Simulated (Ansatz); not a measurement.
## BaTiO3: Ba → Sr

Take BaTiO$_{3}$ in the cubic perovskite structure (space group Pm-3m, No. 221; a = 4.019 Å) as the base.

Modification: every Ba is replaced by Sr; the structure is relaxed again.

Computed with PBE in Ansatz (plane waves to 420 eV, PAW, no spin-orbit coupling). k-mesh 8×8×8 (Γ-centred); smearing 0.05 eV (Fermi–Dirac).

| quantity | base | changed | shift |
|---|---|---|---|
| volume per atom | 12.99 Å³ | 12.20 Å³ | -0.79 Å³ |
| density | 5.96 g/cm³ | 5.00 g/cm³ | -0.969 g/cm³ |
| lattice parameter a | 4.019 Å | 3.936 Å | -0.083 Å |
| space group | Pm-3m (No. 221) | Pm-3m (No. 221) | – |
| shortest interatomic distance | 2.010 Å | 1.968 Å | -0.0414 Å |
| band gap | 1.78 eV | 1.84 eV | +0.06 eV |
| gap character | indirect, R → Γ | indirect, R → Γ | – |
| width of the top valence band | 0.95 eV | 1.01 eV | +0.054 eV |

Final structure:

```yaml
crystal:
  lattice:
    - [3.93641, 0.00000, 0.00000]
    - [0.00000, 3.93641, 0.00000]
    - [0.00000, 0.00000, 3.93641]
  atoms:
    - { symbol: Sr, position: [0.00000, 0.00000, 0.00000] }
    - { symbol: Ti, position: [0.50000, 0.50000, 0.50000] }
    - { symbol: O, position: [0.00000, 0.50000, 0.50000] }
    - { symbol: O, position: [0.50000, 0.50000, 0.00000] }
    - { symbol: O, position: [0.50000, 0.00000, 0.50000] }
```

Whether these cells are dynamically stable was not tested. The final runs are not spin-polarised. Many cubic perovskites are stable only at high temperature; tilts and polar distortions were not tested. This is not the structure that BaTiO3 has at room temperature and ambient pressure.

Ansatz is a program for electronic structure.
